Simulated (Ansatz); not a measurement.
Pt: energy against volume

Pt (fcc, Fm-3m, 15.646 Å³/atom and stress up to 0.01 GPa in the relaxed cell, cube axes along x, y and z) under hydrostatic pressure, with the cell free. PBE in Ansatz, a plane-wave DFT program (PAW, default set), 420 eV, 20×20×20 Γ-centred mesh, Fermi-Dirac smearing 0.05 eV.

Here V stands for volume and E for E less E0.

```
volume (Å³/atom)  E less E0 (meV/atom)  pressure (GPa)
----------------  --------------------  --------------
15.7766                           0.94           -2.02
15.7109                           0.26           -1.02
15.6459                           0.00            0.00
15.5904                           0.11            0.89
15.5167                           0.73            2.10
15.3770                           3.49            4.51
15.1353                          13.42            9.00
14.8460                          34.77           15.01
14.2442                              ?               ?
```

Fit E of the 8 rows that show it with the third-order Birch-Murnaghan form, a cubic in V^(-2/3). With u = V^(-2/3) - 0.1612, the rows have u = -0.0022266, -0.0017837, -0.0013425, -0.0009634, -0.0004564, 0.0005157, 0.0022328, 0.0043492. Least squares gives E = 1.770 + 2767.4·u + 1086366·u² + 5036199·u³. Residuals (row less fit): 0.002, -0.002, -0.001, 0.002, -0.003, 0.003, -0.001, 0.001; standard error 0.003 (degrees of freedom: 4). Its minimum lies at u = -0.0012852, so V0 = (0.1599148)^(-3/2) = 15.64. There d²E/du² = 2134000 and d³E/du³ = 3.022e7, so B0 = (4/9) × 15.64^(-7/3) × 2134000 × 0.160218 = 248 GPa (the last factor turns the table's units into GPa), and B0' = 4 + (2/3) × 0.1599148 × (3.022e7)/2134000 = 5.5. B0' rests on the cubic coefficient alone and has a standard error of 0.1 from these residuals.

What does the fit predict for E at V = 14.2442, and how far is the calculated value from it?

u = 0.0089798, so E = 1.770 + 2767.4 × 0.0089798 + 1086366 × 0.0089798² + 5036199 × 0.0089798³ = 117.869 meV/atom. The calculation gives 117.69 meV/atom, 0.179 meV/atom below the prediction (0.2 % of the range of E in the table). The row lies outside the fitted rows, so this is an extrapolation. The scatter of the fitted rows lies at the last printed digit.

In a metal these values are sensitive to mesh and smearing; energies are taken to zero smearing, stresses follow the free energy. The runs aren't spin-polarised. Spin-orbit coupling is left out, which can shift these values for the heavy elements here. Other structures, which can take over under pressure, weren't tried. The same form fitted to the pressure column gives B0' = 5.4; series where the two differ by over 0.4 aren't shown. Rows are the converged runs of the series near zero and its far end, less any whose ions stayed unrelaxed beside relaxed ones; series whose fitted rows scatter by over a few per cent of the range, as at a crossing or softening among them, aren't shown in this form.
